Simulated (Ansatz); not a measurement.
A relaxation of cell and atoms of Re3Os (P6_3/mmc, 8 atoms in the cell) with Ansatz (a program for electronic structure).

Level of theory: PBEsol, PAW files made with PBE (plane waves; Ansatz).

```xyz
8
Lattice="5.5310 0.0000 0.0000 -2.7655 4.7900 0.0000 0.0000 0.0000 4.4133" Properties=species:S:1:pos:R:3 pbc="T T T"
Re     4.1583     0.7926     3.3100
Re    -1.3928     3.9974     1.1033
Re     1.3928     3.9974     1.1033
Re     1.3727     0.7926     3.3100
Re     2.7655     3.2049     3.3100
Re     0.0000     1.5851     1.1033
Os     2.7655     1.5967     1.1033
Os     0.0000     3.1933     3.3100
```

Reference input (self-consistent single point, DFT, PBEsol, plane waves, PAW files made with PBE): basis.ecutwfc = 420 eV; kpoints.mp_grid.grid = 4 4 5; hamiltonian.xc = pbesol; hamiltonian.pseudopotentials = {kind: paw} (the program's default PAW files); scf.occupations.method = gaussian; scf.occupations.width = 0.136 eV. This run's input differs from it in these lines:

```diff
@@ -24,2 +24,4 @@
   occupations: { method: gaussian, width: 0.136 }
+relax:
+  cell: {}
 output:
```

Output (repeated stretches shortened):

```
   [... SCF lines of the steps left out ...]
relax step   1: F+E_penalty+E_count = -86935.39306685 eV  Δ(F+E_penalty+E_count) = +0.000e0 eV  max|allowed force component| = 8.582e-3 eV/Å  Δτ_max = 0.0000 Å  P = -6.228 GPa  Ω = 116.925 Å³  (8 SCF iters, dr2 threshold 1.00e-7 eV, accepted)
relax step   2: F+E_penalty+E_count = -86935.14191373 eV  Δ(F+E_penalty+E_count) = +2.512e-1 eV  max|allowed force component| = 3.836e-2 eV/Å  Δτ_max = 0.0037 Å  P = +19.486 GPa  Ω = 110.133 Å³  energy of the carried Pulay correction = +3.997e-3 eV  [...]
   [... lines left out ...]
relax step   4: F+E_penalty+E_count = -86935.43093056 eV  Δ(F+E_penalty+E_count) = -3.009e-4 eV  max|allowed force component| = 1.640e-3 eV/Å  Δτ_max = 0.0002 Å  P = +0.015 GPa  Ω = 115.064 Å³  energy of the carried Pulay correction = +1.072e-3 eV  [...]
relax step   5: F+E_penalty+E_count = -86935.42988672 eV  Δ(F+E_penalty+E_count) = +1.044e-3 eV  max|allowed force component| = 1.650e-3 eV/Å  Δτ_max = 0.0000 Å  P = +0.016 GPa  Ω = 115.064 Å³  stress off target by 1.75e-2 GPa  SCF on the basis [...]
basis re-selected at this cell: Δ(F+E_penalty+E_count) = +1.044e-3 eV, ΔP = +0.001 GPa vs the last step
the relaxation is at rest under the 24 symmetry operations that the run kept from its start: a minimum is not shown …
Stability not checked: this state was not tested for a lower state beside it, because too few of the mixer's solves of this state at the end of the SCF gave a …
Free energy (F): -86935.429887 eV
Internal energy: -86935.375578 eV  (E = F + TS)
   [... lines left out ...]
Fermi energy:    24.608588 eV
  cell:  # Å, volume = 115.0639 Å³
   [... lines left out ...]
    - { symbol: Re, position: [0.8344362175897297, 0.6688724351794596, 0.7500000000000001] }
    - { symbol: Re, position: [0.1655637824102702, 0.3311275648205404, 0.25000000000000006] }
    - { symbol: Os, position: [0.6666666666666666, 0.3333333333333333, 0.25000000000000006] }
    - { symbol: Os, position: [0.3333333333333333, 0.6666666666666666, 0.7500000000000001] }
```

The run converged.  The full log also holds: “iter 5 did not close the SCF: its close was put off for the readings that it lacked (scf_convergence_deferred on its scf_iter line)”. The full log also holds: “iter 3 did not close the SCF: its close was put off for the readings that it lacked (scf_convergence_deferred on its scf_iter line)”.

Summary of the result:
Free energy E − TS (on the zero of these files): -86935.4299 eV
Fermi level (on the code's own zero): 24.61 eV
Pressure: 0.02 GPa
Largest force (vector length): 0.002 eV/Å
Final cell: a = 5.499 Å, b = 5.499 Å, c = 4.393 Å, α = 90.00°, β = 90.00°, γ = 120.00°
Final volume per atom: 14.38 Å³
Relaxation steps: 5

The starting cell comes from a database of computed structures (which also holds hypothetical and non-ambient phases and stackings), without a prior relaxation at this level. Spin polarisation is off. The relaxation keeps the symmetry of its start, so its end need not be a minimum. Ansatz's pressure includes its estimate of the finite-basis (Pulay) stress.

Keys are those of Ansatz 0.2.
